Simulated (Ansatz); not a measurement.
**HfO2: pressure 7.5 GPa**

Start from HfO2 (space group Pca2_1, No. 29; a = 5.2472 Å, b = 5.0306 Å, c = 5.0598 Å).

Now apply this change: cell and atoms relaxed at a pressure of 7.5 GPa.

Method: plane-wave PAW DFT at the r2SCAN level (Ansatz, a quantum-chemistry and plane-wave program, 500 eV), no spin-orbit coupling, earlier PAW set. k-mesh 5×5×5 (Γ-centred); smearing 0.05 eV (Fermi–Dirac).

- Volume per atom = 10.79 Å³ (base 11.13 Å³)
- Density = 10.80 g/cm³ (base 10.47 g/cm³)
- Shortest interatomic distance = 2.017 Å (base 2.031 Å)
- Enthalpy H = E + PV relative to the base's energy = +0.51 eV/atom
- Band gap = 5.08 eV (an upper bound: an edge found on the path is not a true extremum; the changed cell) (base 4.97 eV)

With Hf present, leaving out spin-orbit coupling can change the band edges. Load acts through the strain it causes; cell and atoms are relaxed under it. No phonon test of stability was made. No other phases were tried under pressure. This is not the structure that HfO2 has at room temperature and ambient pressure.
